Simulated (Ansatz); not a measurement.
Functionals side by side, with their cost (level): NaBH₄ (P-42_1c, 12 atoms in the cell)

Cell: a = 4.2105 Å, b = 4.2105 Å, c = 5.7095 Å, α = 90.00°, β = 90.00°, γ = 90.00°.

Program: Ansatz (a first-principles code), default PAW files made with PBE; each row names its functional.

Base settings: basis.ecutwfc = 420 eV; kpoints.mp_grid.grid = 5 5 3; hamiltonian.xc = hse06; hamiltonian.pseudopotentials = {kind: paw} (the program's default PAW files); scf.occupations.method = fixed.

Differences are taken from HSE06, a reference of convenience: it is no measurement, and no ranking of the functionals follows.

Core times come from one kind of shared machine and are given to one figure; runs under 30 s give none.

The starting cell comes from a database of computed structures (which also holds hypothetical and non-ambient phases and stackings), without a prior relaxation at this level. Its lattice was rescaled by a random factor within 2.5 % of one. In the base run, with a pressure of about 3 GPa the cell is away from its equilibrium volume at this level. Another mesh or the band path of this cell gives a smaller gap, so this value is not converged in the mesh.

| level | gap on the mesh less reference (eV) | largest difference in the force on any atom (eV/Å) | core time / reference (rough) |
|---|---|---|---|
| PBEsol | -1.540 | 0.226 | – |
| PBE0 | 0.737 | 0.007 | 1 |
| HSE06 | 0.000 | 0.000 | 1 |

Keys are those of Ansatz 0.2.
